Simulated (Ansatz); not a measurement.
Seebeck coefficient (μV/K, mean over directions) of p-type KTaO3 (Pm-3m) against carrier density, PBEsol, rigid bands run with Ansatz (a first-principles code). Computed gap 2.14 eV; densities at which minority carriers matter at this gap, or further valleys turn the trend, are left out. Conductivity mass 2.0 mₑ (harmonic mean over directions), N_v = 5.2e20 cm⁻³ at 300 K.

```csv
hole density,300 K,500 K
1e16 cm⁻³,1149,1200
1e17 cm⁻³,951,1002
1e18 cm⁻³,752,(withheld)
3e18 cm⁻³,658,709
1e19 cm⁻³,554,605
3e19 cm⁻³,459,510
1e20 cm⁻³,357,(withheld)
3e20 cm⁻³,264,313
1e21 cm⁻³,(withheld),211
```

### Question
What belongs in the gaps?

### Answer

- 1e18 cm⁻³, 500 K: 803
- 1e20 cm⁻³, 500 K: 407
- 1e21 cm⁻³, 300 K: 166

Rigid bands with a gap fixed in temperature, one relaxation time for all states, no polarons or phonon drag, and whether or not such doping can be reached. Spin-orbit coupling is left out; with 5d elements it also splits d-like band edges.
